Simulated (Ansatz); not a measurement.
Ansatz (a quantum-chemistry and plane-wave program) run on CsLiBr2 (P4/nmm, 8 atoms in the cell): relaxation of cell and atoms.

Method: LDA (PW92), PAW files made with PBE (plane waves; Ansatz).

```yaml
crystal:
  lattice:
    - [5.18124, 0.00000, 0.00000]
    - [0.00000, 5.18124, 0.00000]
    - [0.00000, 0.00000, 9.93006]
  atoms:
    - { symbol: Cs, position: [0.00000, 0.50000, 0.30003] }
    - { symbol: Cs, position: [0.50000, 0.00000, 0.69997] }
    - { symbol: Li, position: [0.50000, 0.00000, 0.08248] }
    - { symbol: Li, position: [0.00000, 0.50000, 0.91752] }
    - { symbol: Br, position: [0.00000, 0.50000, 0.66592] }
    - { symbol: Br, position: [0.50000, 0.00000, 0.33408] }
    - { symbol: Br, position: [0.00000, 0.00000, 0.00000] }
    - { symbol: Br, position: [0.50000, 0.50000, 0.00000] }
```

Reference input (self-consistent single point, DFT, LDA (PW92), plane waves, PAW files made with PBE): kpoints.mp_grid.grid = 3 3 2; hamiltonian.xc = lda; hamiltonian.pseudopotentials = {kind: paw} (the program's default PAW files); scf.occupations.method = fixed. This run's input differs from it in these lines:

```diff
@@ -21,2 +21,4 @@
   occupations: { method: fixed }
+relax:
+  cell: {}
 output:
```

Output, abridged:

```
   [... SCF lines of the steps left out ...]
relax step   1: F+E_penalty+E_count = -22202.20270060 eV  Δ(F+E_penalty+E_count) = +0.000e0 eV  max|allowed force component| = 7.230e-2 eV/Å  Δτ_max = 0.0000 Å  P = -1.808 GPa  Ω = 266.575 Å³  (8 SCF iters, dr2 threshold 1.00e-7 eV, accepted)
relax step   2: F+E_penalty+E_count = -22202.35357179 eV  Δ(F+E_penalty+E_count) = -1.509e-1 eV  max|allowed force component| = 7.969e-2 eV/Å  Δτ_max = 0.0402 Å  P = -0.554 GPa  Ω = 246.749 Å³  energy of the carried Pulay correction = +1.284e-3 eV  [...]
   [... lines left out ...]
relax step   6: F+E_penalty+E_count = -22202.37793805 eV  Δ(F+E_penalty+E_count) = -3.414e-5 eV  max|allowed force component| = 2.322e-3 eV/Å  Δτ_max = 0.0041 Å  P = +0.000 GPa  Ω = 238.484 Å³  energy of the carried Pulay correction = +1.850e-3 eV  [...]
relax step   7: F+E_penalty+E_count = -22202.37620437 eV  Δ(F+E_penalty+E_count) = +1.734e-3 eV  max|allowed force component| = 2.290e-3 eV/Å  Δτ_max = 0.0000 Å  P = -0.001 GPa  Ω = 238.484 Å³  stress off target by 2.48e-3 GPa  SCF on the basis [...]
basis re-selected at this cell: Δ(F+E_penalty+E_count) = +1.734e-3 eV, ΔP = -0.001 GPa vs the last step
the relaxation is at rest under the 16 symmetry operations that the run kept from its start: a minimum is not shown …
Stability not checked: this state was not tested for a lower state beside it, because too few of the mixer's solves of this state at the end of the SCF gave a …
Free energy (F): -22202.376204 eV
Internal energy: -22202.376204 eV  (E = F + TS)
   [... lines left out ...]
Fermi energy:    2.616502 eV
  cell:  # Å, volume = 238.4841 Å³
   [... lines left out ...]
    - { symbol: Li, position: [1.0905774892964533e-33, 0.5, 0.9158275435136732] }
    - { symbol: Br, position: [9.034867143678768e-34, 0.5, 0.6611012644604749] }
    - { symbol: Br, position: [0.5, 6.504962909800863e-35, 0.33889873553952504] }
    - { symbol: Br, position: [-9.240668037614019e-34, 6.504962909800863e-35, 2.2655648685983963e-19] }
    - { symbol: Br, position: [0.5, 0.5, 2.2655648685984006e-19] }
```

The run converged. 

Summary of the result:
```
Item                                                                                                                 Result
------------------------------------------------  -------------------------------------------------------------------------
Free energy E − TS (on the zero of these files)                                                              -22202.3762 eV
Top of the valence band (on the code's own zero)                                                                    2.62 eV
Gap on the k-point mesh                                                                                             4.33 eV
Pressure                                                                                                           0.00 GPa
Largest force (vector length)                                                                                    0.002 eV/Å
Final cell                                        a = 5.001 Å, b = 5.001 Å, c = 9.537 Å, α = 90.00°, β = 90.00°, γ = 90.00°
Final volume per atom                                                                                              29.81 Å³
Relaxation steps                                                                                                          7
```

The starting cell comes from a database of computed structures (which also holds hypothetical and non-ambient phases and stackings), without a prior relaxation at this level. The relaxation keeps the symmetry of its start, so its end need not be a minimum. Ansatz's pressure includes its estimate of the finite-basis (Pulay) stress.

Keys are those of Ansatz 0.2.
